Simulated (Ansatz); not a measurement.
The starting structures come from a database of crystals and need not be the phases stable at ambient conditions.

By PBEsol, the system below comes out a metal.

The ballistic (Sharvin) conductance counts the channels at the Fermi level: G/A = (e²/h) × channels of both spins per area.

```
Cu3Sn
1.0
    5.50679     0.00000     0.00000
   -2.75340     4.76902     0.00000
    0.00000     0.00000     4.27269
Cu Sn
6 2
Direct
  0.15577   0.31154   0.75000
  0.84423   0.68846   0.25000
  0.84423   0.15577   0.25000
  0.15577   0.84423   0.75000
  0.68846   0.84423   0.75000
  0.31154   0.15577   0.25000
  0.33333   0.66667   0.25000
  0.66667   0.33333   0.75000
```

Space group of this cell: P6_3/mmc. The cell is taken as given; by PBEsol its mean pressure is -1.8 GPa.

The current flows along the normal of the first two printed cell vectors, the (001) plane of the conventional cell. No spin-orbit coupling; the value is a mean over 0.1 eV about the Fermi level.

**Question.** Predict the ballistic conductance per area from PBEsol (Ansatz, a quantum-chemistry and plane-wave program).

**Answer.** 0.73 × 10¹⁵ S/m² for both spins.
